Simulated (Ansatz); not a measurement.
Effect of Ta → Al on Ta

Consider Ta in the bcc (W type) structure (space group Im-3m, No. 229; a = 3.282 Å).

Perturbation: full substitution Ta → Al, then cell and atoms are relaxed.

Computed with PBEsol (Ansatz, an electronic-structure program), no SOC. Settings: 20×20×20 k-points, 0.05 eV Fermi–Dirac smearing.

The density decreases by 14.30 g/cm³ (17.00 g/cm³ → 2.70 g/cm³) and the lattice parameter a shrinks by 0.130 bohr, from 6.202 bohr to 6.072 bohr. The space group remains Im-3m (No. 229) and the shortest interatomic distance shrinks by 0.113 bohr (5.371 bohr → 5.258 bohr). The band gap remains zero.

Cost of the whole job for the changed cell (relaxation, final SCF and bands): around 40 core-seconds (rough).

No phonon test of stability was made. For Al in this form, whether it has been made was not checked. All final runs are without spin polarisation. This is not the structure that Al has at room temperature and ambient pressure.
